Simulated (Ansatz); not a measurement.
Data:

End structure of the (111) surface of fcc Pb in its 1x1 cell, outermost plane spacing 2.91 Å in the ideal cut:

```xyz
5
Lattice="3.5629 0.0000 0.0000 -1.7814 3.0855 0.0000 0.0000 0.0000 28.0000" Properties=species:S:1:pos:R:3 pbc="T T T"
Pb     0.0000     2.0570     8.3474
Pb     1.7814     1.0285    11.0762
Pb     0.0000     0.0000    14.0000
Pb     0.0000     2.0570    16.9238
Pb     1.7814     1.0285    19.6526
```

Set-up: 5 atoms, 11.6 Å thick at the start; mesh 12x12x1; 0.1 eV smearing; dipole correction on; all atoms relaxed; held to the start's symmetry, so lower structures may exist; no spin, no spin-orbit, no U.

What is the computed surface energy (mean of both faces) (PBE (Ansatz, a program for electronic structure))?

0.29 J/m^2

Predict the work function of the top face from PBE.

3.64 eV
